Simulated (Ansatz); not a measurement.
Li3OCl (Pm-3m), PBEsol, rigid bands in Ansatz (an electronic-structure program). Band gap 4.75 eV, N_c = 2.83e19 cm⁻³ and N_v = 2.94e20 cm⁻³ at 300 K, conductivity masses of 0.475 mₑ (electrons) and 1.45 mₑ (holes). Take k_BT = 0.02585 eV.

Q: A film of it is 2 nm thick. Estimate the confinement energies in an infinite well.

A: ħ²π²/(2m t²) = 0.376 eV·nm²/(m/mₑ × t²) gives 198 meV for electrons and 64.8 meV for holes, so the gap would widen to about 5.01 eV. Finite barriers and nonparabolic bands lower this, and with several valleys or bands the heaviest mass along the normal sets the lowest level, not this average.

Q: Find the intrinsic carrier density and the intrinsic Fermi level.

A: n_i = √(N_c N_v) exp(−E_g/2k_BT) = 9.12e19 × exp(−91.87) = 1.2e-20 cm⁻³. The level lies (k_BT/2) ln(N_v/N_c) = 30 meV from mid-gap (positive towards the conduction band). Each 0.1 eV added to the gap lowers n_i by a factor of 6.9.

Q: What thermal injection velocity √(2k_BT/πm) limits a ballistic channel?

A: 7.81e6 cm/s for electrons and 4.47e6 cm/s for holes, a ratio of √(m_h/m_e) = 1.75, for dilute carriers.

Rigid bands with the computed gap; masses take one relaxation time for all states. Spin-orbit coupling is left out; where it splits the top of the valence band, N_v and the p-type Seebeck coefficient come out somewhat high without it.

Computed structure with no diffraction record at hand here (it may be known, metastable or hypothetical): Li3OCl (Pm-3m).
